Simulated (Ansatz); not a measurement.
# Computed paths: O-vacancy pair in 3C silicon carbide, neutral cell

Consider O-vacancy pair (O on one host C site, one C site vacant) in 3C silicon carbide, neutral cell. Level of theory: PBE, PAW (plane waves to 420 eV; Ansatz, a quantum-chemistry and plane-wave program).

64-site cell at the relaxed PBE lattice, a 2×2×2 k-point mesh shifted by half a step, smearing 0.01 eV, spin-restricted, no finite-size correction. Energies are static. The charge state is imposed; whether it is stable for some Fermi level was not computed. Forms of the defect that were not tried may lie lower.

Barriers: single points on a 3×3×3 k-point mesh shifted by half a step at the bands' geometries.

```csv
Route,Start site over the lowest site run (eV),Hop (Å),Forward barrier (eV),Backward barrier (eV),Neighbours at the start,Neighbours at the saddle,Saddle order,"Forward, on the band's own sampling (eV)"
direct exchange of O with the vacancy (O-vacancy distance between ideal sites 3.10 Å throughout) (strongly reconstructed ends),0.00,3.61,2.10,2.10,"2 Si at 1.86, Si at 1.87 Å","Si at 1.65, 2 Si at 1.95 Å","not checked, on a symmetry element",2.07
a nearby C atom hops onto the vacant site (O-vacancy distance between ideal sites 3.10 Å throughout) (strongly reconstructed ends),0.00,3.15,3.15,3.15,"Si at 1.87, 2 Si at 1.90, Si at 1.91 Å","Si at 1.77, 2 Si at 1.87 Å","not checked, on a symmetry element",3.14
a nearby C atom hops onto the vacant site (O-vacancy distance between ideal sites 3.10 → 6.19 Å) (strongly reconstructed ends),0.00,3.13,4.01,2.56,"3 Si at 1.91, Si at 1.93 Å","Si at 1.80, Si at 1.95, Si at 2.00 Å",not checked,3.99
a nearby C atom hops onto the vacant site (O-vacancy distance between ideal sites 3.10 → 5.36 Å) (strongly reconstructed ends),0.00,3.14,4.44,2.93,"Si at 1.86, 3 Si at 1.89 Å","Si at 1.77, Si at 1.94, 2 Si at 1.98 Å",not checked,4.44
```

Paths come from climbing-image nudged elastic band runs. Of the routes that converged and passed our checks, the lowest saddle point lies 2.10 eV above the lowest of the sites run (direct exchange of O with the vacancy (O-vacancy distance between ideal sites 3.10 Å throughout) (strongly reconstructed ends)); other sites, such as split forms, and other routes may lie lower. A band can be held on a symmetry element, so unchecked saddle points there may be too high.

The whole set of runs took about 9 core-hours (a rough figure).
